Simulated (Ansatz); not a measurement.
# hcp Co, ferromagnetic (0 0 1) on zinc-blende InAs (1 1 1) (film strained to the substrate, faces as cut; started ferromagnetic)

A periodic stack without vacuum, hcp Co, ferromagnetic (0 0 1) on zinc-blende InAs (1 1 1) (film strained to the substrate, faces as cut; started ferromagnetic): substrate slab As4In4, film Co18, surface cells [[-1, 1], [-1, 0]] and [[1, 2], [-1, 1]], film strained by +1.3 and +1.3 %, faces In/As and Co/Co as cut (like faces can put a slab off its formula).

The start was prepared with a machine-learned potential, and the result is one local minimum, with the in-plane cell held and forces under 0.04 eV/Å; the film can end far from its bulk form.

Method: PBE (plane waves to 420 eV, PAW; Ansatz, a first-principles code). Spin–orbit coupling is left out; PBE gaps are too small against experiment. Its k-point mesh 8×8×1, Fermi–Dirac width 0.05 eV.

| Quantity | Result |
|---|---|
| interface area | 16.6 Å² |
| period | 26.03 Å |
| gaps between the outermost planes at the two interfaces | 1.97 and 2.36 Å |
| Co–In contacts across the interfaces within 1.22 times the sum of covalent radii | 6, mean 3.01 Å |
| As–Co contacts across the interfaces within 1.22 times the sum of covalent radii | 3, mean 2.46 Å |
| slope of the mean potential energy in the substrate | -4.0 MV/cm × e |

```
CELL_PARAMETERS angstrom
      4.37396    -0.00008    -0.01561
      2.18735     3.78637     0.10162
      0.08562    -0.82065    26.01646
ATOMIC_POSITIONS crystal
  As 0.31605 0.31694 0.08044
  As 0.65131 0.64535 0.21860
  As 0.98397 0.97965 0.35609
  As 0.31826 0.31338 0.49495
  In 0.98249 0.98333 0.04330
  In 0.31810 0.31146 0.18384
  In 0.65053 0.64619 0.32112
  In 0.98542 0.97922 0.45933
  Co 0.98300 0.65020 0.57061
  Co 0.31633 0.98011 0.57067
  Co 0.65292 0.31377 0.57059
  Co 0.98354 0.31705 0.64542
  Co 0.31758 0.64913 0.64542
  Co 0.64985 0.98290 0.64543
  Co 0.98285 0.65107 0.72349
  Co 0.31599 0.98433 0.72348
  Co 0.64973 0.31752 0.72350
  Co 0.98279 0.31829 0.79956
  Co 0.31593 0.65110 0.79957
  Co 0.64880 0.98502 0.79954
  Co 0.98104 0.65273 0.87778
  Co 0.31483 0.98503 0.87775
  Co 0.64896 0.31837 0.87774
  Co 0.98135 0.32092 0.95240
  Co 0.31572 0.65151 0.95225
  Co 0.64615 0.98632 0.95246
```
Starting moments (μB, in the order of the record's atoms As As As As In In In In Co Co Co Co Co Co Co Co Co Co Co Co Co Co Co Co Co Co): 0.0 0.0 0.0 0.0 0.0 0.0 0.0 0.0 1.7 1.7 1.7 1.7 1.7 1.7 1.7 1.7 1.7 1.7 1.7 1.7 1.7 1.7 1.7 1.7 1.7 1.7.
